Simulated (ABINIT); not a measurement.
A self-consistent single point of AgAu₃ (Pm-3m, 4 atoms in the cell) with ABINIT.

Level of theory: LDA (PW92), norm-conserving pseudopotentials (PseudoDojo nc-sr-04 LDA standard) (plane waves; ABINIT).

```
CELL_PARAMETERS angstrom
      4.12163     0.00000     0.00000
      0.00000     4.12163     0.00000
      0.00000     0.00000     4.12163
ATOMIC_POSITIONS crystal
  Ag 0.50000 0.50000 0.50000
  Au 0.50000 0.00000 0.00000
  Au 0.00000 0.50000 0.00000
  Au 0.00000 0.00000 0.50000
```

Reference input (self-consistent single point, DFT, LDA (PW92), plane waves, norm-conserving pseudopotentials (PseudoDojo nc-sr-04 LDA standard)): pseudos = [Ag.upf, Au.upf]; ecut = 1170 eV; occopt = 3; tsmear = 0.00367493 Ha; ngkpt = 6 6 6; nshiftk = 1; shiftk = 0 0 0; potentials = PseudoDojo nc-sr-04 LDA standard; nband = 48; kptopt = 1; nstep = 100; tolvrs = 1e-11. This run's input differs from it in these lines:

```diff
@@ -22,3 +22,3 @@
 kptopt 1
-ngkpt 6 6 6
+ngkpt 7 7 7
 nshiftk 1
```

Log, with long lists cut:

```
--- !BeginCycle
solver: {iscf: 7, nstep: 100, nline: 4, wfoptalg: 0, }
tolerances: {tolvrs: 1.00E-11, }
...

     iter   Etot(hartree)      deltaE(h)  residm     vres2
 ETOT  1  -597.19269497500    -5.972E+02 2.332E-01 2.506E+02
 ETOT  2  -597.59992742454    -4.072E-01 1.634E-02 1.789E+02
 ETOT  3  -597.65091546475    -5.099E-02 3.168E-03 6.094E-01
 ETOT  4  -597.65104486516    -1.294E-04 1.108E-03 4.561E-01
 ETOT  5  -597.65111794638    -7.308E-05 1.127E-03 1.779E-03
 ETOT  6  -597.65111825197    -3.056E-07 6.037E-04 8.407E-05
 ETOT  7  -597.65111826588    -1.392E-08 2.751E-04 1.004E-06
 ETOT  8  -597.65111826604    -1.617E-10 2.924E-04 2.769E-09
 ETOT  9  -597.65111826602     2.569E-11 1.199E-04 1.131E-10
 ETOT 10  -597.65111826603    -9.322E-12 1.217E-04 5.115E-13
 At SCF step   10       vres2   =  5.12E-13 < tolvrs=  1.00E-11 =>converged.

 Cartesian components of stress tensor (hartree/bohr^3)
  sigma(1 1)=  3.41917463E-04  sigma(3 2)=  0.00000000E+00
  sigma(2 2)=  3.41917463E-04  sigma(3 1)=  0.00000000E+00
  sigma(3 3)=  3.41917463E-04  sigma(2 1)=  0.00000000E+00

 ----iterations are completed or convergence reached----

 reduced coordinates (array xred) for    4 atoms
       0.500000000000      0.500000000000      0.500000000000
       0.500000000000      0.000000000000      0.000000000000
       0.000000000000      0.500000000000      0.000000000000
       0.000000000000      0.000000000000      0.500000000000
 cartesian forces (eV/Angstrom) at end:
    1     -0.00000000000000    -0.00000000000000    -0.00000000000000
   [... lines left out ...]
 Fermi (or HOMO) energy (eV) =  11.48440   Average Vxc (eV)= -13.62254
   [... lines left out ...]
total_energy        : -5.97651118266028E+02
total_energy_eV     : -1.62629139934952E+04
band_energy         : -5.40897538260616E+01
...

-Cartesian components of stress tensor (GPa)         [Pressure= -1.0060E+01 GPa]
- sigma(1 1)=  1.00595574E+01  sigma(3 2)=  0.00000000E+00
- sigma(2 2)=  1.00595574E+01  sigma(3 1)=  0.00000000E+00
- sigma(3 3)=  1.00595574E+01  sigma(2 1)=  0.00000000E+00

 Calculation completed.
```

The run converged in 10 iterations. Against the reference run the free energy drops by 1.4 meV/atom and the pressure hardly changes (-9.98 to -10.06 GPa).

The starting cell comes from a database of computed structures (which also holds hypothetical and non-ambient phases and stackings), without a prior relaxation at this level. With a pressure of about -10 GPa the cell is away from its equilibrium volume at this level.

Cost on one core of a shared machine: roughly 3 min.
